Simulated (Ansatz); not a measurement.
Data:

Host crystal: wurtzite GaN, with a band gap (PBE, scalar-relativistic without spin-orbit coupling).

End structure of NH3 on the 1x1 (10-10) surface of wurtzite GaN (cut with top plane Ga + N), one in a 2x1 cell, started at the site 'top Ga':

```xyz
36
Lattice="6.4370 0.0000 0.0000 0.0000 5.2431 0.0000 0.0000 0.0000 28.5000" Properties=species:S:1:pos:R:3 pbc="T T T"
Ga     1.6092     5.3905     9.8846
Ga     4.8277     5.3905     9.8846
N      1.6092     1.9573     9.6229
N      4.8277     1.9573     9.6229
Ga     0.0000     2.5832    10.4285
Ga     3.2185     2.5832    10.4285
N      0.0000     4.5528    10.5107
N      3.2185     4.5528    10.5107
Ga     0.0000     5.2433    12.4420
Ga     3.2185     5.2433    12.4420
N      0.0000     1.9626    12.3899
N      3.2185     1.9626    12.3899
Ga     1.6092     2.5945    13.2937
Ga     4.8277     2.5945    13.2937
N      1.6092     4.5739    13.3201
N      4.8277     4.5739    13.3201
Ga     1.6097     5.2190    15.1981
Ga     4.8283     5.2218    15.2038
N      1.6098     1.9513    15.1717
N      4.8285     1.9572    15.1809
Ga     0.0126     2.6127    16.0710
Ga     3.2073     2.6126    16.0709
N      0.0047     4.5818    16.1097
N      3.2149     4.5817    16.1096
Ga     0.0080     5.2048    18.0383
Ga     3.2126     5.2046    18.0376
N      0.0167     1.9458    17.9761
N      3.2045     1.9457    17.9755
Ga     1.6107     2.7142    18.8287
Ga     4.8290     2.7702    18.5547
N      1.6104     4.5983    18.9345
N      4.8287     4.5832    18.8821
N      1.6171     1.5811    20.5791
H      2.4491     1.7074    21.1583
H      0.7954     1.7094    21.1724
H      1.6133     0.5754    20.1595
```

Model: 36-atom slab, 9.3 Å thick at the start under the adsorbate (thin: gaps and levels are the slab's own), 3x3x1 mesh, Fermi-Dirac 0.01 eV, dipole correction, single point; no symmetry held, on the structure that PBE left; no spin, no spin-orbit, no U, no dispersion correction. At the end it is bonded to Ga. In PBE it is, or lies within 0.03 eV of, the lowest of the starts that converged; the order may differ at this level.

A negative adsorption energy means that the adsorbate is more stable on the surface than in its reference.

Q: Estimate the adsorption energy against NH3(g) at the same level that HSE06, at the PBE geometry (Ansatz, a first-principles code) returns for this input.

A: -122 kJ/mol

Q: What change of the step from the bottom to the top vacuum level, against the clean slab does HSE06, at the PBE geometry give?

A: -2.18 eV
